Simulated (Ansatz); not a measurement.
**Dielectric-response calculation of a sheet of SnO2 (3 atoms in the cell) at several settings**

```yaml
crystal:
  lattice:
    - [2.98346, 0.00000, 0.00000]
    - [-1.49173, 2.58375, 0.00000]
    - [0.00000, 0.00000, 16.44453]
  atoms:
    - { symbol: Sn, position: [0.00000, 0.00000, 0.50000] }
    - { symbol: O, position: [0.33333, 0.66667, 0.57433] }
    - { symbol: O, position: [0.66667, 0.33333, 0.42567] }
```

Base: LDA (PW92), default PAW files made with PBE run with Ansatz (an electronic-structure program). Its settings: basis.ecutwfc = 30.9 Ry; kpoints.mp_grid.grid = 13 13 1; hamiltonian.xc = lda; hamiltonian.pseudopotentials = {kind: paw} (the program's default PAW files); scf.occupations.method = gaussian; scf.occupations.width = 0.0037 Ry.

Each line gives the change from the base single point and the result:

- kpoints.mp_grid.grid: 13 13 1 → 14 14 1; scf.occupations.method: gaussian → fixed; scf.occupations.width: 0.0037 Ry → default; dielectric: default → true: ε∞ at this k-point mesh, which may be far from converged in small-gap cells (xx, yy, zz) of the cell with its vacuum 2.08, 2.08, 1.26; Born charges at this mesh (mean of the diagonal, e) Sn 3.09, O -1.54, O -1.54.
- kpoints.mp_grid.grid: 13 13 1 → 20 20 1; scf.occupations.method: gaussian → fixed; scf.occupations.width: 0.0037 Ry → default; dielectric: default → true: ε∞ at this k-point mesh, which may be far from converged in small-gap cells (xx, yy, zz) of the cell with its vacuum 2.08, 2.08, 1.26; Born charges at this mesh (mean of the diagonal, e) Sn 3.09, O -1.54, O -1.54.
- kpoints.mp_grid.grid: 13 13 1 → 12 12 1; scf.occupations.method: gaussian → fixed; scf.occupations.width: 0.0037 Ry → default; dielectric: default → true: ε∞ at this k-point mesh, which may be far from converged in small-gap cells (xx, yy, zz) of the cell with its vacuum 2.08, 2.08, 1.26; Born charges at this mesh (mean of the diagonal, e) Sn 3.09, O -1.54, O -1.54.

The starting cell was generated: these elements placed on a structure prototype, without a prior relaxation; it need not be a known phase or ordering of this composition. Its lattice was rescaled in the plane by a random factor within 2.5 % of one. In the base run, forces exceed 1 eV/Å.

Frequencies and response belong to this unrelaxed cell.

Keys are those of Ansatz 0.2.
